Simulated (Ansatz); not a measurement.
Reference: MgSe (Fm-3m), PBEsol with spin-orbit coupling, rigid bands (plane waves, PAW; Ansatz, a program for electronic structure); axes and stresses refer to this cell.

```xyz
2
Lattice="0.0000 2.7249 2.7249 2.7249 0.0000 2.7249 2.7249 2.7249 0.0000" Properties=species:S:1:pos:R:3 pbc="T T T"
Mg     0.0000     0.0000     0.0000
Se     2.7249     2.7249     2.7249
```

Seebeck coefficient, p-type 1e19 cm⁻³: 361 μV/K
hole conductivity mass: 0.95 mₑ
electron conductivity mass: 0.29 mₑ

Problem. Change: biaxial stress xx = yy = -2 GPa (compression positive). What happens to Seebeck coefficient, p-type 1e19 cm⁻³, hole conductivity mass, electron conductivity mass?

Solution. Seebeck coefficient, p-type 1e19 cm⁻³ drops to 322 μV/K; hole conductivity mass falls to 0.91 mₑ; electron conductivity mass moves little, to 0.30 mₑ.

Problem. Change: biaxial stress xx = yy = 2 GPa (compression positive). What happens to Seebeck coefficient, p-type 1e19 cm⁻³, hole conductivity mass, electron conductivity mass?

Solution. Seebeck coefficient, p-type 1e19 cm⁻³ decreases to 320 μV/K; hole conductivity mass falls to 0.85 mₑ; electron conductivity mass moves little, to 0.30 mₑ.

Problem. Change: uniaxial stress along [111] of -2 GPa (compression positive). What happens to Seebeck coefficient, p-type 1e19 cm⁻³, hole conductivity mass, electron conductivity mass?

Solution. Seebeck coefficient, p-type 1e19 cm⁻³ shrinks to 293 μV/K; hole conductivity mass falls to 0.68 mₑ; electron conductivity mass moves little, to 0.29 mₑ.

Problem. Change: uniaxial stress zz = -2 GPa (compression positive). What happens to Seebeck coefficient, p-type 1e19 cm⁻³, hole conductivity mass, electron conductivity mass?

Solution. Seebeck coefficient, p-type 1e19 cm⁻³ decreases to 312 μV/K; hole conductivity mass decreases to 0.83 mₑ; electron conductivity mass moves little, to 0.30 mₑ.

Problem. Change: uniaxial stress zz = 1 GPa (compression positive). What happens to Seebeck coefficient, p-type 1e19 cm⁻³, hole conductivity mass, electron conductivity mass?

Solution. Seebeck coefficient, p-type 1e19 cm⁻³ moves little, to 353 μV/K; hole conductivity mass moves little, to 0.96 mₑ; electron conductivity mass moves little, to 0.30 mₑ.

Problem. Change: uniaxial stress zz = 2 GPa (compression positive). What happens to Seebeck coefficient, p-type 1e19 cm⁻³, hole conductivity mass, electron conductivity mass?

Solution. Seebeck coefficient, p-type 1e19 cm⁻³ drops to 327 μV/K; hole conductivity mass shrinks to 0.90 mₑ; electron conductivity mass moves little, to 0.30 mₑ.

Masses are for dilute carriers at 300 K, harmonic means over directions unless an axis is named. Seebeck coefficients are for the stated density at 300 K, with one relaxation time for all states and whether or not that doping can be reached. Stresses and pressures are the targets of the relaxation.  The structure type is held under load, also where the real crystal would transform.
